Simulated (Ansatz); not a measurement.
The reference is TiSi2 (space group Fddd, No. 70; a = 4.779 Å, b = 8.230 Å, c = 8.521 Å). Axes: x, y, z lie along a, b, c of the conventional cell.

The values are results of r2SCAN (Ansatz, an electronic-structure program; PAW; 500 eV plane waves; scalar-relativistic without spin-orbit coupling), not measurements.

Strains are applied to the cell and any free atomic positions relax; under biaxial strain the out-of-plane vector relaxes too.

One change was made to it. Results:

The pressure (mean of the normal stresses, compression positive) goes from zero to -1.0 GPa; the energy rises by 5.8 meV/atom.

**Question.** What was done to the base?
(A) strain tensor (xx, yy, zz, yz, xz, xy) = (+1.14, +0.24, −0.47, −1.09, +0.93, +0.52) %
(B) isotropic strain −5.29 %
(C) biaxial strain −0.52 %, plane normal [001], relaxed out of plane
(D) uniaxial strain ε_zz = +1.07 %

**Answer.** A, strain tensor (xx, yy, zz, yz, xz, xy) = (+1.14, +0.24, −0.47, −1.09, +0.93, +0.52) %. For comparison, the energy relative to the base in the other runs: biaxial strain −0.52 %, plane normal [001], relaxed out of plane gives +0.8 meV/atom; isotropic strain −5.29 % gives +198 meV/atom; uniaxial strain ε_zz = +1.07 % gives +2.0 meV/atom.

Without a gap, meshes like the base's 13×13×13 leave anisotropic stresses uncertain by several tenths of a GPa, and small strain energies with them. Stability against distortions was not tested. All final runs are without spin polarisation.
